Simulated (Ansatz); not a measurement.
Worked example: relaxation of cell and atoms of CaGe₂Au₂ (I4/mmm, 5 atoms in the cell) in Ansatz (a first-principles code).

Computed with LDA (PW92), default PAW files made with PBE (plane waves; Ansatz).

The change in words: atoms on their sites; basis.ecutwfc: 420 eV → 210 eV; relax: default → cell and atoms. Reference geometry:
```
Ca(GeAu)2
1.0
   -2.21848     2.21848     5.12244
    2.21848    -2.21848     5.12244
    2.21848     2.21848    -5.12244
Ca Ge Au
1 2 2
Direct
  0.00488   0.00488   0.00000
  0.38161   0.38161   0.00000
  0.61839   0.61839   0.00000
  0.75000   0.25000   0.50000
  0.25000   0.75000   0.50000
```

Reference input (self-consistent single point, DFT, LDA (PW92), plane waves, default PAW files made with PBE): basis.ecutwfc = 420 eV; kpoints.mp_grid.grid = 5 5 5; hamiltonian.xc = lda; hamiltonian.pseudopotentials = {kind: paw} (the program's default PAW files); scf.occupations.method = gaussian; scf.occupations.width = 0.1 eV. This run's input differs from it in these lines:

Ansatz 0.2 input:
```diff
@@ -6,3 +6,3 @@
   atoms:
-    - { symbol: Ca, position_ang: [-0.000000, 0.000000, 0.049995] }
+    - { symbol: Ca, position_ang: [0.000000, 0.000000, 0.000000] }
     - { symbol: Ge, position_ang: [-0.000000, 0.000000, 3.909552] }
@@ -12,3 +12,3 @@
 basis:
-  ecutwfc: 420.0
+  ecutwfc: 210.0
 kpoints:
@@ -20,2 +20,4 @@
   occupations: { method: gaussian, width: 0.1 }
+relax:
+  cell: {}
 output:
```

Output, abridged:

```
   [... SCF lines of the steps left out ...]
relax step   1: F+E_penalty+E_count = -35910.66183853 eV  Δ(F+E_penalty+E_count) = +0.000e0 eV  max|allowed force component| = 3.542e-1 eV/Å  Δτ_max = 0.0000 Å  P = -4.898 GPa  Ω = 100.843 Å³  (7 SCF iters, dr2 threshold 1.00e-7 eV, accepted)
relax step   2: F+E_penalty+E_count = -35918.38640012 eV  Δ(F+E_penalty+E_count) = -7.725e0 eV  max|allowed force component| = 8.566e-2 eV/Å  Δτ_max = 0.0283 Å  P = +58.678 GPa  Ω = 94.386 Å³  energy of the carried Pulay correction = +8.846e0 eV  (7 [...]
   [... lines left out ...]
relax step 120: F+E_penalty+E_count = -35910.46793269 eV  Δ(F+E_penalty+E_count) = +8.648e-3 eV  max|allowed force component| = 3.721e-5 eV/Å  Δτ_max = 0.0001 Å  P = +0.003 GPa  Ω = 96.091 Å³  energy of the carried Pulay correction = -8.656e-3 eV  [...]
relax step 121: F+E_penalty+E_count = -35910.54829624 eV  Δ(F+E_penalty+E_count) = -8.036e-2 eV  max|allowed force component| = 1.510e-3 eV/Å  Δτ_max = 0.0000 Å  P = -0.154 GPa  Ω = 96.091 Å³  stress off target by 1.70e-1 GPa  SCF on the basis [...]
basis re-selected at this cell: Δ(F+E_penalty+E_count) = -8.036e-2 eV, ΔP = -0.157 GPa vs the last step
   [... lines left out ...]
Free energy (F): -35910.548296 eV
Fermi energy:    13.987461 eV
Error: variable-cell relaxation did not converge after 121 `relax_step` rows, as none of its last 38 fresh-basis SCF(s) at a relaxed cell met both thresholds with a finite energy. The last misses `relax.cell.stress_tol`: largest allowed force component 1.51e-3 eV/Å (`relax.f_tol` 1.00e-2 eV/Å), stress off the target on the free part of the cell 1.70e-1 GPa (`relax.cell.stress_tol` 5.00e-2 GPa), F+E_penalty+E_count -35910.54829624 eV. The closest is row 115, whose structure comes with this error. Larger ratio of force or stress to its threshold at each such SCF whose figures are numbers: 109.234, 100.726, 87.943, 81.278, 82.928, 88.504, 90.763, 96.756, 83.884, 80.849, 72.200, [...]
   [... lines left out ...]
to start a new deck from the relaxed geometry:
  cell:  # Å, volume = 96.0929 Å³
    - [-2.2322910371296705, 2.2322910371296705, 4.820919398417357]
    - [2.2322910371296705, -2.2322910371296705, 4.820919398417357]
    - [2.2322910371296705, 2.2322910371296705, -4.820919398417357]
  atoms:
    - { symbol: Ca, position: [1.2567146461987057e-20, 1.2567146461987076e-20, 1.6633536728581472e-35] }
    - { symbol: Ge, position: [0.37650270343027475, 0.37650270343027475, 3.797440419000159e-35] }
    - { symbol: Ge, position: [0.623497296569725, 0.623497296569725, 4.214077136558579e-36] }
    - { symbol: Au, position: [0.7500000000000001, 0.25, 0.5000000000000001] }
    - { symbol: Au, position: [0.25, 0.7500000000000001, 0.5000000000000001] }
```

The relaxation ended unconverged. 

The starting cell comes from a database of computed structures (which also holds hypothetical and non-ambient phases and stackings), without a prior relaxation at this level. Its lattice was rescaled by up to half a per cent. The cutoff lies below the one recommended for these files.

Cost on one core of a shared machine: roughly 3 min.
